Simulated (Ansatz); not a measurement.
The starting structures come from a database of crystals and need not be the phases stable at ambient conditions.

Given:

```
CELL_PARAMETERS angstrom
      7.45792     0.00000     0.00000
     -0.14210     7.59351     0.00000
     -0.07105     3.79676     3.69137
ATOMIC_POSITIONS crystal
  La 0.69404 0.20019 0.07166
  La 0.30596 0.79981 0.92834
  La 0.80596 0.72815 0.07166
  La 0.19404 0.27185 0.92834
  Be 0.46987 0.31238 0.43560
  Be 0.53013 0.68762 0.56440
  Be 0.03013 0.25202 0.43560
  Be 0.96987 0.74798 0.56440
  O  0.25000 0.24704 0.50592
  O  0.75000 0.75296 0.49408
  O  0.50000 0.50000 0.00000
  O  0.00000 0.50000 0.00000
  O  0.91600 0.25616 0.68758
  O  0.08400 0.74384 0.31242
  O  0.58400 0.05626 0.68758
  O  0.41600 0.94374 0.31242
  O  0.50000 0.50000 0.50000
  O  0.00000 0.00000 0.50000
```

Space group of this cell: C2/c. The cell is taken as given; by r2SCAN its mean pressure is -2.3 GPa.

Transport runs along the normal of the first two printed cell vectors.

The gap is the functional's own, uncorrected, and κ follows it; spin-orbit coupling is left out. Mid-gap values are interpolated between the computed energies.

Q: Predict the band gap and the smallest decay constant κ at mid-gap from r2SCAN (Ansatz, a first-principles code).

A: Gap 4.49 eV on a 4×8×8 mesh; κ = 0.417 1/Å, at the zone centre.
